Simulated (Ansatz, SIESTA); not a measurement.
ZrNbCN (P1, 4 atoms in the cell) computed with different codes at matched settings

Self-consistent single point, at a second geometry (atoms moved at random). First geometry:

```
CELL_PARAMETERS angstrom
      1.60271     0.92533     5.26529
     -1.60271     0.92533     5.26529
      0.00000    -1.85065     5.26529
ATOMIC_POSITIONS crystal
  Zr 0.25235 0.25235 0.25235
  Nb 0.74678 0.74678 0.74678
  C  0.00328 0.00328 0.00328
  N  0.49759 0.49759 0.49759
```

Second geometry:
```
CELL_PARAMETERS angstrom
      1.60271     0.92533     5.26529
     -1.60271     0.92533     5.26529
      0.00000    -1.85065     5.26529
ATOMIC_POSITIONS crystal
  Zr 0.26522 0.25585 0.24184
  Nb 0.73737 0.75719 0.73933
  C  0.99368 0.98582 0.02159
  N  0.50374 0.50113 0.49724
```

Shared settings, as Ansatz (an electronic-structure program) writes them: kpoints.mp_grid.grid = 11 11 11; scf.occupations.method = fermi_dirac; scf.occupations.width = 0.1 eV. Potentials and cutoffs stand in the table.

```json
[
 {"code": "SIESTA", "model": "LDA PW92, numerical atomic orbitals DZP, PseudoDojo LDA standard norm-conserving potentials (rewritten from UPF to PSML)", "ΔF from the first geometry (meV/atom)": "38.2", "pressure (GPa)": "-6.42", "largest force (eV/Å)": "1.643", "cutoff": "grid 400 Ry"},
 {"code": "Ansatz", "model": "LDA (PW92), PAW files made with PBE", "ΔF from the first geometry (meV/atom)": "37.3", "pressure (GPa)": "-8.33", "largest force (eV/Å)": "1.613", "cutoff": "default"}
]
```

Size of the force on each atom (eV/Å): Sizes of forces hide their directions.

| code | Zr1 | Nb2 | C3 | N4 |
|---|---|---|---|---|
| SIESTA | 1.584 | 1.404 | 1.643 | 0.821 |
| Ansatz | 1.483 | 1.290 | 1.613 | 0.814 |

On Ansatz's run: spin polarisation is off.

The spread over the programs that give each value: ΔF from the first geometry within 0.9 meV/atom; pressure within 1.91 GPa; largest force within 0.030 eV/Å.

SIESTA uses small atom-centred bases, whose incompleteness enters pressures, forces and empty levels differently from a plane-wave cutoff. Ansatz's pressure is given at a fixed set of plane waves, as the other plane-wave codes print theirs; with its correction for the finite basis it is -8.09 GPa (the shift of 0.24 GPa shows how far the cutoff is from converged).

The starting cell comes from a database of computed structures (which also holds hypothetical and non-ambient phases and stackings), without a prior relaxation at this level. Its lattice was rescaled by a random factor within 2.5 % of one. For this run, on top of that: atoms moved at random.

Keys are those of Ansatz 0.2.
